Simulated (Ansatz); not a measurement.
Results of LDA (Ansatz, an electronic-structure program, plane waves, PAW) for fluorite HfO2 (high-temperature phase).

Settings: plane-wave cutoff 520 eV, 12×12×12 k mesh, Fermi–Dirac smearing 0.01 eV, scalar-relativistic PAW data made under PBE.

Pressure at four volumes; x = ln(V/10.422 Å³). One pressure is withheld.

| V (Å³/atom) | x | P (GPa) |
|---|---|---|
| 9.797 | -0.0618 | ? |
| 10.005 | -0.0408 | 12.59 |
| 10.422 | 0.0000 | -0.01 |
| 11.048 | 0.0583 | -14.59 |

Problem. Pass a parabola P(x) through the three rows shown, estimate the bulk modulus and its pressure derivative near zero pressure, and predict the withheld pressure.

Solution. Slopes between the rows: (-0.01 − (12.59))/(0.0000 − (-0.0408)) = -308.82 and (-14.59 − (-0.01))/(0.0583 − (0.0000)) = -250.09 GPa. Their difference over the span 0.0991 is c = 58.73/0.0991 = 592.6 GPa, so P(x) = 12.59 + (-308.82)(x − (-0.0408)) + 592.6 (x − (-0.0408))(x − (0.0000)). At the middle row B = −dP/dx = −[-308.82 + 592.6 × 0.0408] = 284.6 GPa, and B′ = dB/dP = 2c/B = 4.2. At x = -0.0618 the parabola gives 19.84 GPa; the run gives 19.94 GPa. The Birch–Murnaghan fit to the energies at all volumes has B0 = 283 GPa and B′ = 4.2.

Measured, for comparison: bulk modulus 242 ± 16 GPa (room temperature, not corrected to a static lattice, nanocrystalline cubic HfO2, second-order Birch-Murnaghan; as tabulated in High-pressure structural stability, equation of state, and thermal expansion …). Computed less measured: bulk modulus +17 %.

Note: symmetry holds this phase in the static calculation, where it need not be a minimum; held by symmetry at 0 K, a high-temperature phase can be a saddle point.

Spin–orbit coupling is not included.
